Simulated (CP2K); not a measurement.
A self-consistent single point of Pt (Fm-3m, 1 atom in the cell) with CP2K.

Computed with PBEsol, GPW, DZVP-MOLOPT-SR-GTH basis, GTH-PBE potentials (GTH_POTENTIALS) (CP2K).

```
CELL_PARAMETERS angstrom
      2.76354     0.00000     0.00000
      1.38177     2.39330     0.00000
      1.38177     0.79777     2.25642
ATOMIC_POSITIONS crystal
  Pt 0.00000 0.00000 0.00000
```

Reference input (self-consistent single point, DFT PBEsol, GPW, DZVP-MOLOPT-SR-GTH basis, GTH-PBE potentials (GTH_POTENTIALS)): CUTOFF = 500 Ry; REL_CUTOFF = 50 Ry; SMEAR/METHOD = GAUSSIAN; SIGMA = 0.1 eV; KPOINTS/SCHEME = MONKHORST-PACK 7 7 7; XC_FUNCTIONAL = PBE:PBESOL; Pt/BASIS_SET = DZVP-MOLOPT-SR-GTH; Pt/POTENTIAL = GTH-PBE-q18; METHOD = GPW; EPS_DEFAULT = 1e-10; NGRIDS = 5; SCF_GUESS = ATOMIC. This run's input differs from it in these lines:

```diff
@@ -40,3 +40,3 @@
     &KPOINTS
-      SCHEME MONKHORST-PACK 7 7 7
+      SCHEME MONKHORST-PACK 11 11 11
     &END KPOINTS
```

Output (repeated stretches shortened):

```
 SCF WAVEFUNCTION OPTIMIZATION

  Step     Update method      Time    Convergence         Total energy    Change
     1 NoMix/Diag. 0.30E+00      -     0.20731027      -120.3952402951 -1.20E+02
     2 Broy./Diag. 0.30E+00      -     0.06905091      -121.3055421739 -9.10E-01
     3 Broy./Diag. 0.30E+00      -     0.08245446      -120.5266642159  7.79E-01
     4 Broy./Diag. 0.30E+00      -     0.00229383      -120.0515000818  4.75E-01
     5 Broy./Diag. 0.30E+00      -     0.00076491      -120.0722828242 -2.08E-02
     6 Broy./Diag. 0.30E+00      -     0.00010673      -120.0764537684 -4.17E-03
     7 Broy./Diag. 0.30E+00      -     0.00003994      -120.0760059372  4.48E-04
     8 Broy./Diag. 0.30E+00      -     0.00001756      -120.0758329787  1.73E-04
     9 Broy./Diag. 0.30E+00      -     0.00000274      -120.0758309983  1.98E-06
    10 Broy./Diag. 0.30E+00      -     0.00000033      -120.0758345959 -3.60E-06
  *** SCF run converged in    10 steps ***

  Overlap energy of the core charge distribution:               0.00000000005654
  Self energy of the core charge distribution:               -182.79742506947306
  Core Hamiltonian energy:                                     40.55182366814283
  Hartree energy:                                              33.77531145542272
  Exchange-correlation energy:                                -11.60514751435444
  Smearing free energy correction:                             -0.00039713556420
  Fermi energy:                                                 0.59751623905480

  Total energy:                                              -120.07583459593887
  Total energy (extrapolated to sigma->0):                   -120.07563602815677

   [... lines left out ...]

 STRESS| Analytical stress tensor [bar]
 STRESS|                        x                   y                   z
 STRESS|      x        3.21743791891E+04  -2.70155732762E-01  -1.90323391212E-01
 STRESS|      y       -2.70155732762E-01   3.21747668456E+04  -4.73362353386E-02
 STRESS|      z       -1.90323391212E-01  -4.73362353386E-02   3.21747949927E+04
 STRESS| 1/3 Trace                                             3.21746470091E+04
```

The run converged in 10 iterations. Against the reference run the free energy drops by 56.3 meV/atom and the pressure goes from 5.42 to 3.22 GPa.

The starting cell has typed, rounded lattice constants, without a prior relaxation at this level. Its lattice was rescaled by up to half a per cent. Spin polarisation is off. Values carry the incompleteness of an atom-centred basis. The potentials were made for another functional than the one used. With a pressure of about 3 GPa the cell is away from its equilibrium volume at this level.

Cost on one core of a shared machine: roughly 60 s.
